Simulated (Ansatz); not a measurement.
```yaml
crystal:
  lattice:
    - [0.01840, 3.06664, 3.06664]
    - [3.06664, 0.01840, 3.06664]
    - [3.08504, 3.08504, 0.00000]
  atoms:
    - { symbol: Se, position: [0.75129, 0.75129, 0.74871] }
    - { symbol: Cd, position: [0.99871, 0.99871, 0.00129] }
```

No spin polarisation.

All numbers come from Ansatz (a quantum-chemistry and plane-wave program), r2SCAN, PAW, cutoff 500 eV, without spin-orbit coupling. Γ-centred 9×9×9 mesh, Fermi–Dirac width 0.05 eV.

### Question
Predict the band gap, valence-band top at Γ and gap character.

### Answer
- Band gap: 1.01 eV
- Valence-band top at Γ (three highest levels, from the VBM): 0.00, -0.03, -0.05 eV
- Gap character: direct at Γ

The cells carry an imposed strain or load. Stability against distortions was not tested. The cell was made from CdSe in the zinc blende structure (space group F-43m, No. 216) by this change: tensor shear ε_xy = +0.60 %.
